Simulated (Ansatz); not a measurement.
**InAs: response to strain**

The parent structure is InAs in the zinc blende structure (space group F-43m, No. 216).

```
InAs
1.0
    0.00000     3.01303     3.01303
    3.01303     0.00000     3.01303
    3.01303     3.01303     0.00000
In As
1 1
Cartesian
  0.00000   0.00000   0.00000
  1.50651   1.50651   1.50651
```

Cartesian axes are those of the cell as printed.

Strains are applied to the cell and any free atomic positions relax.

Calculations: plane-wave PAW DFT at the LDA level (Ansatz, an electronic-structure program, 420 eV), no SOC.

Notes on the quantities. energy relative to the base: free energy F.

```
case                         energy relative to the base  volume per atom
---------------------------  ---------------------------  ---------------
base                                          0 meV/atom         27.35 Å³
tensor shear ε_xy = +1.43 %                +2.6 meV/atom         27.35 Å³
tensor shear ε_xy = +2.00 %                +5.1 meV/atom         27.34 Å³
tensor shear ε_xy = +0.29 %                +0.1 meV/atom         27.35 Å³
tensor shear ε_xy = +0.57 %                +0.4 meV/atom         27.35 Å³
tensor shear ε_xy = +1.71 %                +3.8 meV/atom         27.35 Å³
tensor shear ε_xy = +1.14 %                   (withheld)         27.35 Å³
tensor shear ε_xy = +0.86 %                   (withheld)         27.35 Å³
```

Problem. Complete the table.

Solution. 
- tensor shear ε_xy = +1.14 %, energy relative to the base: +1.7 meV/atom
- tensor shear ε_xy = +0.86 %, energy relative to the base: +0.9 meV/atom

Whether these cells are dynamically stable was not tested. All final runs are without spin polarisation.
